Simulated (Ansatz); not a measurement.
Base system: WC (space group P-6m2, No. 187; a = 2.899 Å, c = 2.827 Å; relaxed with 0.1 eV smearing). Axes: x lies along a and z along c of the hexagonal cell.

All numbers come from PBEsol in Ansatz (plane waves to 420 eV, PAW, without spin-orbit coupling).

Strains are applied to the cell and any free atomic positions relax; under biaxial strain the out-of-plane vector relaxes too.

One change was made to it. Results:

| quantity | base | after |
|---|---|---|
| pressure (mean of the normal stresses, compression positive) | 0.0 GPa | 15.4 GPa |
| shortest interatomic distance | 2.191 Å | 2.158 Å |

What was done to the base?
A) isotropic strain +3.26 %
B) strain tensor (xx, yy, zz, yz, xz, xy) = (−2.23, −1.35, −0.01, +0.20, −0.08, +0.82) %
C) isotropic strain +1.07 %
D) biaxial strain −4.73 %, plane normal [001], relaxed out of plane

B, strain tensor (xx, yy, zz, yz, xz, xy) = (−2.23, −1.35, −0.01, +0.20, −0.08, +0.82) %. For comparison, the pressure in the other runs: biaxial strain −4.73 %, plane normal [001], relaxed out of plane gives 34.8 GPa; isotropic strain +3.26 % gives -32.1 GPa; isotropic strain +1.07 % gives -12.2 GPa.

Whether these cells are dynamically stable was not tested. The final runs are not spin-polarised.

Ansatz is an electronic-structure program.
